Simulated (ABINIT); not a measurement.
## ABINIT run on Li5Mg (C2, 6 atoms in the cell): self-consistent single point

Level of theory: PBEsol, PAW (JTH v2.0 PBE PAW, files made for PBE) (plane waves; ABINIT 10.0.3).

Input:

```
# Li5Mg, JTH v2.0 PBE PAW
pp_dirpath "./"
pseudos "Li.GGA_PBE-JTH.xml, Mg.GGA_PBE-JTH.xml"
acell 3*1.0
rprim
         8.6183945681   -4.9773760958   -0.0000000000
         8.6183945681    4.9773760958    0.0000000000
        -5.6951488800    0.0000000000    9.3993276685
natom 6
ntypat 2
znucl 3 12
typat 1 1 1 1 1 2
xred
         0.0031700000    0.9968300000    0.0000000000
         0.3301000000    0.3331400000    0.9997400000
         0.6668600000    0.6699000000    0.0002600000
         0.5003900000    0.1672100000    0.5011800000
         0.8327900000    0.4996100000    0.4988200000
         0.1666900000    0.8333100000    0.5000000000
ecut 40 Ry
pawecutdg 80 Ry
pawxcdev 0
ixc -116133
occopt 3
tsmear 0.00183747
nband 18
kptopt 1
ngkpt 6 6 6
nshiftk 1
shiftk 0 0 0
nstep 100
tolvrs 1.0e-12
prtwf 0
prtden 0
enunit 1
```

Output, abridged:

```
 Symmetries : space group C2 (#  5); Bravais mC (1-face-center monocl.)

 -outvars: echo values of preprocessed input variables --------
            acell      1.0000000000E+00  1.0000000000E+00  1.0000000000E+00 Bohr
             ecut      2.00000000E+01 Hartree
           enunit           1
              ixc     -116133
         kptrlatt        6    0    0      0    6    0      0    0    6
          kptrlen      5.97146206E+01
            natom           6
            nband          18
            ngfft          45      45      48
          ngfftdg          60      60      64
             nkpt          68
            nstep         100
             nsym           2
           ntypat           2
           occopt           3
        pawecutdg      4.00000000E+01 Hartree
         pawxcdev           0
            rprim      8.6183945681E+00 -4.9773760958E+00 -0.0000000000E+00
                       8.6183945681E+00  4.9773760958E+00  0.0000000000E+00
                      -5.6951488800E+00  0.0000000000E+00  9.3993276685E+00
          spgroup           5
           tolvrs      1.00000000E-12
           tsmear      1.83747000E-03 Hartree
            typat      1  1  1  1  1  2
           useylm           1
             xred      3.1700000000E-03  9.9683000000E-01  0.0000000000E+00
                       3.3010000000E-01  3.3314000000E-01  9.9974000000E-01
                       6.6686000000E-01  6.6990000000E-01  2.6000000000E-04
                       5.0039000000E-01  1.6721000000E-01  5.0118000000E-01
                       8.3279000000E-01  4.9961000000E-01  4.9882000000E-01
                       1.6669000000E-01  8.3331000000E-01  5.0000000000E-01
            znucl        3.00000   12.00000

== DATASET  1 ==================================================================

 Real(R)+Recip(G) space primitive vectors, cartesian coordinates (Bohr,Bohr^-1):
 R(1)=  8.6183946 -4.9773761  0.0000000  G(1)=  0.0580154 -0.1004545  0.0351522
 R(2)=  8.6183946  4.9773761  0.0000000  G(2)=  0.0580154  0.1004545  0.0351522
 R(3)= -5.6951489  0.0000000  9.3993277  G(3)=  0.0000000  0.0000000  0.1063906
 Unit cell volume ucvol=  8.0640575E+02 bohr^3
 Angles (23,13,12)=  1.16663269E+02  1.16663269E+02  6.00153925E+01 degrees

 Coarse grid specifications (used for wave-functions):

 getcut: wavevector=  0.0000  0.0000  0.0000  ngfft=  45  45  48
         ecut(hartree)=     20.000   => boxcut(ratio)=   2.16976

 Fine grid specifications (used for densities):

 getcut: wavevector=  0.0000  0.0000  0.0000  ngfft=  60  60  64
         ecut(hartree)=     40.000   => boxcut(ratio)=   2.04543

   1.00538854E+03                                ecore*ucvol(ha*bohr**3)

_setup2: Arith. and geom. avg. npw (full set) are    3445.060    3445.044

--- !BeginCycle
solver: {iscf: 17, nstep: 100, nline: 4, wfoptalg: 10, }
tolerances: {tolvrs: 1.00E-12, }
...

     iter   Etot(hartree)      deltaE(h)  residm     nres2
 ETOT  1  -100.36339458403    -1.004E+02 2.583E+00 2.027E+00
 ETOT  2  -100.74265058724    -3.793E-01 1.598E-02 3.548E-01
 ETOT  3  -100.74089950785     1.751E-03 6.696E-03 1.475E-01
 ETOT  4  -100.74025104623     6.485E-04 2.314E-03 1.291E-03
 ETOT  5  -100.74024857853     2.468E-06 1.547E-03 4.986E-04
 ETOT  6  -100.74024649213     2.086E-06 8.740E-04 2.091E-05
 ETOT  7  -100.74024645457     3.757E-08 6.922E-04 8.864E-07
 ETOT  8  -100.74024644915     5.414E-09 3.464E-04 2.212E-08
 ETOT  9  -100.74024644910     5.349E-11 2.071E-04 1.084E-09
 ETOT 10  -100.74024644910    -2.146E-12 2.357E-04 4.802E-11
 ETOT 11  -100.74024644910     7.958E-13 9.274E-05 7.905E-12
 ETOT 12  -100.74024644910    -5.969E-13 1.066E-04 2.358E-13

 At SCF step   12       nres2   =  2.36E-13 < tolvrs=  1.00E-12 =>converged.

 Cartesian components of stress tensor (hartree/bohr^3)
  sigma(1 1)=  1.37430906E-05  sigma(3 2)=  0.00000000E+00
  sigma(2 2)=  1.35311667E-05  sigma(3 1)=  1.72410232E-06
  sigma(3 3)=  5.34778815E-06  sigma(2 1)=  0.00000000E+00

 ----iterations are completed or convergence reached----

 reduced coordinates (array xred) for    6 atoms
       0.003170000000      0.996830000000      0.000000000000
       0.330100000000      0.333140000000      0.999740000000
       0.666860000000      0.669900000000      0.000260000000
       0.500390000000      0.167210000000      0.501180000000
       0.832790000000      0.499610000000      0.498820000000
       0.166690000000      0.833310000000      0.500000000000
 cartesian forces (eV/Angstrom) at end:
    1     -0.00000000000000     0.03496513818196    -0.00000000000000
    2      0.03001686388283    -0.01650618760632    -0.00020071247713
    3     -0.03001686388283    -0.01650618760632     0.00020071247713
    4     -0.00077181718309    -0.00050457726319     0.00648489385392
    5      0.00077181718309    -0.00050457726319    -0.00648489385392
    6     -0.00000000000000    -0.00094360844295    -0.00000000000000
 frms,max,avg= 1.4252237E-02 3.4965138E-02   0.000E+00  1.808E-06  0.000E+00 e/A
 length scales=  1.000000000000  1.000000000000  1.000000000000 bohr
              =  0.529177208590  0.529177208590  0.529177208590 angstroms
 Fermi (or HOMO) energy (eV) =   0.69949   Average Vxc (eV)=  -7.24032
 Eigenvalues (   eV  ) for nkpt=  68  k points:
 kpt#   1, nband= 18, wtk=  0.00463, kpt=  0.0000  0.0000  0.0000 (reduced coord)
 -74.73987  -45.07907  -45.06339  -45.06231  -45.00016  -44.99054  -41.68271  -41.68263
 -41.68023   -3.67334    0.39942    2.32610    2.33853    2.51714    2.52592    2.59515
   2.71661    3.02847
 prteigrs : prtvol=0 or 1, do not print more k-points.

--- !EnergyTerms
comment             : Components of total free energy in Hartree
kinetic             :  1.11102800279461E+01
hartree             :  2.66770347382350E+01
xc                  : -4.16484591861934E+00
Ewald energy        : -3.46266045319401E+01
psp_core            :  1.24675269671303E+00
local_psp           : -7.16564531340473E+01
spherical_terms     : -2.93256754538516E+01
internal            : -1.00739511575564E+02
'-kT*entropy'       : -7.35054753360593E-04
total_energy        : -1.00740246630317E+02
total_energy_eV     : -2.74128152120864E+03
...

-Cartesian components of stress tensor (GPa)         [Pressure= -3.1992E-01 GPa]
- sigma(1 1)=  4.04335617E-01  sigma(3 2)=  0.00000000E+00
- sigma(2 2)=  3.98100601E-01  sigma(3 1)=  5.07248331E-02
- sigma(3 3)=  1.57337333E-01  sigma(2 1)=  0.00000000E+00

 Calculation completed.
```

The run converged in 12 iterations.

The starting cell comes from a database of computed structures (which also holds hypothetical and non-ambient phases and stackings), without a prior relaxation at this level. Its lattice was rescaled by a random factor within 2.5 % of one. The potentials were made for another functional than the one used.

Cost on one core of a shared machine: roughly 7 min.
